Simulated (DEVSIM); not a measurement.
Structure: Schottky contact on p-type GaAs, at 300 K.

Layer 1 from the left is GaAs, thickness (μm) 2.30, Na (cm⁻³) 3.8e16, τn (s) 7.5e-11, τp (s) 2.5e-9.

Left contact: Schottky, work function 4.384 eV, emission velocity 4.9e6 cm/s. Right contact: ohmic. Voltage is applied to the left contact. Recombination: SRH at mid-gap, radiative, Auger. Mobility is μmin + (μ − μmin)/(1 + (N/Nref)^α).

The device is made up for the run: typed textbook-type constants, with dimensions and the other settings drawn at random. Values at 300 K.

GaAs: gap (eV) 1.424, affinity (eV) 4.07, permittivity 12.9, Nc (cm⁻³) 4.7e17, Nv (cm⁻³) 9e18, μn (cm²/Vs) 8500, μp (cm²/Vs) 400, μn,min 500, μp,min 20, Nref,n 6e16, Nref,p 1.5e17, αn 0.39, αp 0.38, B (cm³/s) 2e-10, Cn (cm⁶/s) 1e-30, Cp (cm⁶/s) 1e-30.

DEVSIM, 1D drift-diffusion, Boltzmann statistics, complete ionisation; no tunnelling, impact ionisation, image-force lowering or self-heating. Metal contacts follow the ideal Schottky-Mott rule: no Fermi-level pinning, no interface dipoles.

Problem. What does the simulation give for the dark forward voltage at 100 A/cm², the largest field in the device at zero bias, the potential step across the device at zero bias, the dark forward voltage at 1 A/cm²?

Solution. dark forward voltage at 100 A/cm² 0.849 V; largest field in the device at zero bias 100000 V/cm; potential step across the device at zero bias 0.969 V; dark forward voltage at 1 A/cm² 0.711 V.
